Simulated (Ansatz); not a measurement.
## Lu under a change: x(Y) = 0.375, 8 atoms, Amm2

The reference is Lu in the hcp (Mg type) structure (space group P6_3/mmc, No. 194; a = 3.504 Å, c = 5.452 Å).

The other end (x = 1) is Y in the hcp (Mg type) structure (space group P6_3/mmc, No. 194): 33.46 Å³/atom, gap zero.

Modification: Y replaces 37.5 % of the Lu, ordered in a cell of 8 atoms (starting symmetry Amm2) and fully relaxed.

The values are results of DFT with r2SCAN, PAW potentials and a 500 eV plane-wave cutoff in Ansatz (a quantum-chemistry and plane-wave program), no spin-orbit coupling, not measurements. Γ-centred 9×8×8 mesh, Fermi–Dirac width 0.05 eV, for the changed cell.

Volume per atom: 30.69 Å³ (base 28.99 Å³)
Density: 7.72 g/cm³ (base 10.02 g/cm³)
Shortest interatomic distance: 6.499 bohr (base 6.415 bohr)
Band gap: zero (base zero)
Deviation of the volume from the linear (Vegard-type) interpolation: +0.1 %

Final structure:

```
CELL_PARAMETERS angstrom
      5.54982     0.00000     0.00000
      0.00000     3.57324     6.19047
      0.00000    -3.57324     6.19047
ATOMIC_POSITIONS crystal
  Y  0.00000 0.16514 0.16514
  Y  0.00000 0.66624 0.66624
  Lu 0.00000 0.16598 0.66953
  Lu 0.00000 0.66953 0.16598
  Lu 0.50000 0.33089 0.83275
  Lu 0.50000 0.83275 0.33089
  Y  0.50000 0.33443 0.33443
  Lu 0.50000 0.83504 0.83504
```

These are small ordered cells, not random alloys; other orderings at the same x differ. No phonon test of stability was made. All final runs are without spin polarisation. Y3Lu5 has a high density of states at the Fermi level and may be magnetic at this level.
